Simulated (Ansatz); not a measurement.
Consider interstitial H in ferroelectric LiNbO3, charge state +1. All values below come from PBE, PAW (plane waves to 420 eV; Ansatz, a program for electronic structure).

Cell of 120 host sites held at the relaxed PBE lattice; the Γ point alone; Fermi-Dirac width 0.01 eV, spin-restricted; finite-size errors left in. Energies are static. The charge state is imposed; whether it is stable for some Fermi level was not computed. Sites that were not tried may lie lower.

Barriers: single points on a 2×2×2 k-point mesh shifted by half a step along c at the bands' geometries.

The step: H moves alone to another site. Atoms about the jump, Cartesian Å from the middle of the jump, before and after:

| atom | x0 | y0 | z0 | x1 | y1 | z1 |
|---|---|---|---|---|---|---|
| H1 | -0.61 | 0.15 | 0.89 | 0.61 | -0.15 | -0.89 |
| O2 | 0.05 | 0.40 | 0.19 | 0.24 | 0.35 | -0.10 |
| Li3 | -0.81 | -1.29 | -0.79 | -0.94 | -1.35 | -0.56 |
| Nb4 | 1.98 | 0.28 | 1.08 | 2.00 | 0.29 | 1.11 |
| O5 | 2.44 | -1.23 | 0.09 | 2.47 | -1.23 | 0.11 |
| O6 | 0.21 | -2.88 | 0.07 | 0.22 | -2.88 | 0.10 |
| O7 | 0.76 | -1.37 | -2.25 | 0.78 | -1.29 | -2.17 |
| O8 | 0.87 | -1.00 | 2.43 | 0.87 | -0.97 | 2.42 |
| O9 | -1.45 | 0.27 | -2.25 | -1.48 | 0.32 | -2.29 |
| Nb10 | -0.85 | 1.83 | -1.39 | -0.85 | 1.86 | -1.42 |
| Li11 | -0.78 | 1.96 | 1.86 | -0.85 | 1.85 | 1.76 |
| O12 | -2.77 | -1.23 | 0.08 | -2.79 | -1.25 | 0.11 |
| Nb13 | 1.78 | -2.70 | -1.39 | 1.79 | -2.70 | -1.38 |
| O14 | -1.72 | 0.13 | 2.32 | -1.80 | 0.14 | 2.41 |
| O15 | -2.42 | 1.63 | 0.05 | -2.34 | 1.61 | 0.08 |
| Li16 | 1.77 | -2.72 | 1.68 | 1.77 | -2.71 | 1.70 |
| O17 | 0.83 | 2.00 | -2.21 | 0.83 | 2.04 | -2.26 |
| O18 | 2.74 | 1.63 | 0.06 | 2.83 | 1.63 | 0.10 |
| Li19 | 1.78 | 0.31 | -2.97 | 1.81 | 0.33 | -3.05 |
| O20 | 1.15 | 1.76 | 2.43 | 1.11 | 1.76 | 2.36 |
| Nb21 | -0.78 | -1.21 | 3.30 | -0.79 | -1.19 | 3.29 |

### Question
Where do these atoms stand at the saddle point, and how high is it?

### Answer

| atom | x | y | z |
|---|---|---|---|
| H1 | 0.16 | -0.40 | -0.04 |
| O2 | 0.19 | 0.55 | 0.15 |
| Li3 | -1.07 | -1.53 | -0.87 |
| Nb4 | 2.07 | 0.34 | 1.14 |
| O5 | 2.41 | -1.18 | 0.11 |
| O6 | 0.17 | -2.82 | 0.09 |
| O7 | 0.71 | -1.37 | -2.22 |
| O8 | 0.88 | -0.96 | 2.43 |
| O9 | -1.45 | 0.25 | -2.22 |
| Nb10 | -0.83 | 1.83 | -1.41 |
| Li11 | -0.77 | 1.76 | 1.70 |
| O12 | -2.78 | -1.25 | 0.06 |
| Nb13 | 1.77 | -2.69 | -1.37 |
| O14 | -1.81 | 0.12 | 2.40 |
| O15 | -2.38 | 1.62 | 0.06 |
| Li16 | 1.78 | -2.69 | 1.70 |
| O17 | 0.84 | 2.01 | -2.26 |
| O18 | 2.84 | 1.68 | 0.11 |
| Li19 | 1.77 | 0.31 | -2.96 |
| O20 | 1.17 | 1.77 | 2.42 |
| Nb21 | -0.78 | -1.19 | 3.28 |
It lies 0.47 eV above the start and 0.35 eV above the end. The check of the saddle point's order was inconclusive.
